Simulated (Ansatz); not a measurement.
**Effective masses and thermopower of BN (F-43m)**

Data:

```
CELL_PARAMETERS angstrom
      0.00000     1.80255     1.80255
      1.80255     0.00000     1.80255
      1.80255     1.80255     0.00000
ATOMIC_POSITIONS crystal
  B  0.00000 0.00000 0.00000
  N  0.75000 0.75000 0.75000
```

All values below come from PBEsol, rigid bands (plane waves, PAW, scalar-relativistic; Ansatz, a program for electronic structure). How the cell was made: cell and atoms relaxed with PBEsol.

The band gap comes out as 4.30 eV and the electron conductivity mass (300 K, dilute) comes out as 0.39 mₑ. The hole conductivity mass (300 K, dilute) is 0.69 mₑ and the effective density of states N_c (300 K) is 2.2e19 cm⁻³. The effective density of states N_v (300 K) is 8.8e19 cm⁻³ and the density-of-states mass, electrons is 0.92 mₑ. The density-of-states mass, holes is 2.3 mₑ, the Seebeck coefficient, n-type 1e19 cm⁻³, 300 K is -283 μV/K and the best n-type power factor at 300 K for τ = 10 fs (best axis; densities from 1e16 to 1e21 cm⁻³ tried, whether or not they can be reached) is 9.1 μW/(cm·K²) at 1e20 cm⁻³. The Seebeck coefficient, p-type 1e19 cm⁻³, 300 K comes out as 399 μV/K. The best p-type power factor at 300 K for τ = 10 fs (best axis; densities from 1e16 to 1e21 cm⁻³ tried, whether or not they can be reached) comes out as 19.8 μW/(cm·K²) at 3e20 cm⁻³.

Rigid bands; masses and Seebeck coefficients take one relaxation time τ for all states and one kind of carrier; polarons and phonon drag are left out. Spin-orbit coupling is left out.
